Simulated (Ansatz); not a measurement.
## What pressure 0.7 GPa does to hypothetical anti-perovskite Mn3SiN

Base system: Mn$_{3}$SiN in the anti-perovskite structure (space group Pm-3m, No. 221; a = 3.7191 Å; ferromagnetic; a hypothetical phase, not in the database extracts checked).

Modification: a hydrostatic pressure of 0.7 GPa.

All numbers come from plane-wave PAW DFT at the PBE level (Ansatz, a first-principles code, 420 eV), no spin-orbit coupling. k-mesh 13×13×13 (Γ-centred); smearing 0.05 eV (Fermi–Dirac).

The volume per atom shrinks by 0.03 Å³, from 10.29 Å³ to 10.26 Å³ and the density grows by 0.02 g/cm³ (6.68 g/cm³ → 6.70 g/cm³). The lattice parameter a decreases by 0.3 pm to 371.6 pm and the shortest interatomic distance is nearly the same (186.0 pm against 185.8 pm). The enthalpy H = E + PV relative to the base's energy comes out as +0.04 eV/atom and the band gap remains zero. The magnetic state stays ferromagnetic and the largest site moment stays essentially unchanged (0.63 μB against 0.62 μB).

Final structure:

```yaml
crystal:
  lattice:
    - [3.71572, 0.00000, 0.00000]
    - [0.00000, 3.71572, 0.00000]
    - [0.00000, 0.00000, 3.71572]
  atoms:
    - { symbol: Mn, position: [0.00000, 0.50000, 0.50000] }
    - { symbol: Mn, position: [0.50000, 0.00000, 0.50000] }
    - { symbol: Mn, position: [0.50000, 0.50000, 0.00000] }
    - { symbol: Si, position: [0.00000, 0.00000, 0.00000] }
    - { symbol: N, position: [0.50000, 0.50000, 0.50000] }
```

Other magnetic orders, which the real material may have, were not ruled out. Load acts through the strain it causes; cell and atoms are relaxed under it. Whether these cells are dynamically stable was not tested.
